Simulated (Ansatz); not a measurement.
```yaml
crystal:
  lattice:
    - [3.22008, 0.00000, 0.00000]
    - [-1.61004, 2.78867, 0.00000]
    - [0.00000, 0.00000, 10.14771]
  atoms:
    - { symbol: Mg, position: [0.66667, 0.33333, 0.00407] }
    - { symbol: Mg, position: [0.33333, 0.66667, 0.25462] }
    - { symbol: O, position: [0.66667, 0.33333, 0.30839] }
    - { symbol: O, position: [0.33333, 0.66667, 0.06159] }
    - { symbol: Zn, position: [0.66667, 0.33333, 0.50095] }
    - { symbol: Zn, position: [0.33333, 0.66667, 0.75176] }
    - { symbol: O, position: [0.66667, 0.33333, 0.81042] }
    - { symbol: O, position: [0.33333, 0.66667, 0.55859] }
```

Relaxed-ion tensors in this frame from DFT at the LDA level (Ansatz, a quantum-chemistry and plane-wave program). Proper piezoelectric stress tensor e (C/m²):

```
 0.00   0.00   0.00   0.00   0.48  -0.01
-0.01   0.01   0.00   0.48   0.00   0.00
 0.66   0.66  -1.60   0.00   0.00   0.00
```

Stiffness C (GPa):

```
 214   124   109   0.2   0.0   0.0
 124   214   109  -0.2   0.0   0.0
 109   109   185   0.0   0.0   0.0
 0.2  -0.2   0.0  45.1   0.0   0.0
 0.0   0.0   0.0   0.0  45.1   0.2
 0.0   0.0   0.0   0.0   0.2  44.9
```

The ordered cell is a computed model, not a synthesised structure.

Obtain the piezoelectric strain tensor d.

d = e S with S = C⁻¹, in pC/N:

```
  0.0    0.0    0.0    0.0   10.6   -0.3
 -0.1    0.1    0.0   10.6    0.0    0.0
  7.6    7.6  -17.7    0.0    0.0    0.0
```
Away from Γ the polar cell without biaxial strain shows no imaginary mode on a 2×2×2 mesh.

The PAW data sets were generated under PBE and serve the other functionals too.
